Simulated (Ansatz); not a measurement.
Take PtSe$_{2}$ in the CdI2 type structure (space group P-3m1, No. 164; a = 3.772 Å, c = 4.821 Å; layered; relaxed with 0.1 eV smearing) as the base. Axes: x lies along a and z along c of the hexagonal cell.

Method: DFT with PBE-D3(BJ), PAW potentials and a 420 eV plane-wave cutoff in Ansatz (a quantum-chemistry and plane-wave program), spin-orbit coupling left out.

Base values:

| Quantity | Result |
|---|---|
| Pressure | 0.0 GPa |
| Band gap | zero |
| Shortest interatomic distance | 2.526 Å |

Perturbation: uniaxial strain ε_zz = −0.77 %, all other strain components held at zero, atoms relaxed at fixed cell.

Predict the new pressure.

The pressure (mean of the normal stresses, compression positive) goes from zero to 0.4 GPa.

What does the calculation give for the band gap after the change?

The band gap remains zero.

What happens to the energy relative to the base?

The energy is nearly the same.

Estimate the effect on the shortest interatomic distance.

The shortest interatomic distance is nearly the same (2.526 Å against 2.525 Å).

No phonon test of stability was made. All final runs are without spin polarisation. The zero or small gap of PtSe2 can change with the level of theory.
